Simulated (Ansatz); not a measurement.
A self-consistent single point of MgTiF₆ (R3, 8 atoms in the cell) with Ansatz (a first-principles code).

Level of theory: PBEsol, default PAW files made with PBE (plane waves; Ansatz).

```
MgTiF6
1.0
    2.61611     1.51041     4.45784
   -2.61611     1.51041     4.45784
    0.00000    -3.02082     4.45784
Mg Ti F
1 1 6
Direct
  0.50374   0.50374   0.50374
  0.00000   0.00000   0.00000
  0.67162   0.84246   0.24225
  0.32838   0.15754   0.75775
  0.24225   0.67162   0.84246
  0.75775   0.32838   0.15754
  0.84246   0.24225   0.67162
  0.15754   0.75775   0.32838
```

Reference input (self-consistent single point, DFT, PBEsol, plane waves, default PAW files made with PBE): basis.ecutwfc = 420 eV; kpoints.mp_grid.grid = 6 6 6; hamiltonian.xc = pbesol; hamiltonian.pseudopotentials = {kind: paw} (the program's default PAW files); scf.occupations.method = fixed. This run's input differs from it in these lines:

Ansatz 0.2 input:
```diff
@@ -23,3 +23,3 @@
 scf:
-  occupations: { method: fixed }
+  occupations: { method: fermi_dirac, width: 0.5 }
 output:
```

Output (repeated stretches shortened):

```
SCF iter   1: F=—  HF=-9199.832614 eV  |F-HF|=—  |Δ(HF+E_count)|=         —  Δρ=1.73e-2  dr2=2.56e-1  ethr=1.77e-3  ⟨swp⟩=5.8  Hψ=7265  notcnv=0
all-band conjugate gradients solve this SCF's bands
preconditioner: auto → Resta (q_TF=auto, 2.509 Å⁻¹)
SCF iter   2: F=—  HF=-9199.794354 eV  |F-HF|=—  |Δ(HF+E_count)|=   3.83e-2  Δρ=9.13e-3  dr2=8.37e-2  ethr=4.00e-4  ⟨swp⟩=2.3  Hψ=2877  notcnv=0
   [... lines left out ...]
SCF iter   6: F=—  HF=-9199.777417 eV  |F-HF|=—  |Δ(HF+E_count)|=   1.15e-5  Δρ=8.25e-5  dr2=8.01e-6  ethr=1.02e-7  ⟨swp⟩=2.0  Hψ=3041  notcnv=0
SCF iter   7: F=—  HF=-9199.777417 eV  |F-HF|=—  |Δ(HF+E_count)|=   2.76e-7  Δρ=2.56e-5  dr2=7.30e-7  ethr=1.25e-8  ⟨swp⟩=2.0  Hψ=3244  notcnv=0
SCF iter   8: F=—  HF=-9199.777418 eV  |F-HF|=—  |Δ(HF+E_count)|=   5.19e-7  Δρ=8.51e-6  dr2=1.16e-7  ethr=1.56e-10  ⟨swp⟩=6.3  Hψ=7741  notcnv=0
SCF iter   9: F=-9199.777418 eV  HF=-9199.777418 eV  |F-HF|=2.09e-9  |Δ(HF+E_count)|=   8.63e-8  Δρ=1.53e-6  dr2=3.75e-9  ethr=1.56e-10  ⟨swp⟩=5.0  Hψ=6630  notcnv=0
SCF 1 converged in 9 iterations: F = -9199.777418 eV  dr2 = 3.75e-9
Free energy (F): -9199.777418 eV
Internal energy: -9199.484745 eV  (E = F + TS)
E sigma→0 (E₀):  -9199.631082 eV
Entropy (-TS):   -0.292673 eV (-36.584 meV/atom)
Fermi energy:    2.799392 eV
--- Forces (eV/Å), atoms counted from 1 ---
  atom   1  Mg    -0.00000000    -0.00000002    -0.48848290
  atom   2  Ti    -0.00000000     0.00000001     0.30046965
  atom   3  F      0.01612817     0.20875326     0.16604008
  atom   4  F     -0.08432792    -0.11791702    -0.10337065
  atom   5  F     -0.18884971    -0.09040922     0.16604009
  atom   6  F      0.14428310    -0.01407162    -0.10337065
  atom   7  F      0.17272154    -0.11834403     0.16604009
  atom   8  F     -0.05995517     0.13198863    -0.10337066
--- Stress (GPa, compression-positive) ---
       -0.243071       0.000000      -0.000000
       -0.000000      -0.243071      -0.000000
        0.000000      -0.000000      -0.322192
  P = ⅓ Tr σ = -0.2694 GPa (-2.694 kbar)
  The stress holds the Pulay correction. Without it, at fixed plane waves, as pw.x and ABINIT print it: P = -0.9927 GPa
```

The run converged in 9 iterations. Against the reference run the free energy goes down by 6.0 meV/atom, the pressure goes from -0.73 to -0.27 GPa, the largest force moves little (0.492 to 0.488 eV/Å) and the gap on the mesh goes from 4.783 to 4.875 eV.

The starting cell comes from a database of computed structures (which also holds hypothetical and non-ambient phases and stackings), without a prior relaxation at this level. Its lattice was rescaled by up to half a per cent. One atom was moved a little off its site on purpose. Ansatz's pressure includes its estimate of the finite-basis (Pulay) stress. Without the estimate this run gives -0.99 GPa.
